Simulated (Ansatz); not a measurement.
SiO2 (Imma, No. 74, 12 atoms in the cell; start mp-600000; a measured phase of this formula has another space group) was calculated with r²SCAN+rVV10 (Ansatz, an electronic-structure program, plane waves, PAW).

Run with plane-wave cutoff 560 eV, 8×8×8 k mesh, Fermi–Dirac smearing 0.01 eV, scalar-relativistic PAW data made under PBE.

Cell (relaxed at this level):

```
O2Si
1.0
   -2.62228     4.61673     4.48904
    2.62228    -4.61673     4.48904
    2.62228     4.61673    -4.48904
Si O
4 8
Cartesian
  0.00000   0.71340   7.54922
  2.62228   3.90333  -3.06018
  2.62228  -0.71340   3.06018
  0.00000   5.33013   1.42886
  2.62228  -2.30836   3.26872
  0.00000   6.92509   1.22032
  1.31114   4.87562   2.24452
  1.31114  -0.25889   2.24452
  1.31114   4.35783  -2.24452
 -1.31114   4.87562   2.24452
  0.00000   0.00000   0.00000
  0.00000   4.61673   0.00000
```

### Question
Estimate the band gap that the calculation returns.

### Answer

* **band gap**: 6.00 eV (direct)

Static lattice: no zero-point or thermal effects.

Computing time: around 4 core-minutes (rough).

A start named mp-… is a Materials Project structure, which need not be a measured phase.
